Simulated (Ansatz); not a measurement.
Take Na$_{2}$S in the anti-fluorite structure (space group Fm-3m, No. 225) as the base.

```xyz
3
Lattice="0.0000 3.2507 3.2507 3.2507 0.0000 3.2507 3.2507 3.2507 0.0000" Properties=species:S:1:pos:R:3 pbc="T T T"
Na     1.6253     1.6253     1.6253
Na     4.8760     4.8760     4.8760
S      0.0000     0.0000     0.0000
```

Calculations: Ansatz (a first-principles code), PBEsol, PAW, cutoff 420 eV, no SOC.

Strains are applied to the cell and any free atomic positions relax.

One change was made to it. Results:

The band gap increases by 0.25 eV (2.43 eV → 2.68 eV); the energy rises by 13 meV/atom; the gap character is still direct at Γ; the electron mass is still 0.28 mₑ (at Γ).

Task: Name the change that was made.
(A) isotropic strain −1.00 %
(B) isotropic strain −2.50 %
(C) isotropic strain +0.50 %

Result: B, isotropic strain −2.50 %. For comparison, the band gap in the other runs: isotropic strain −1.00 % gives 2.53 eV; isotropic strain +0.50 % gives 2.38 eV.

Masses are band curvatures over ±0.01 Å⁻¹ around the edge. Whether these cells are dynamically stable was not tested.
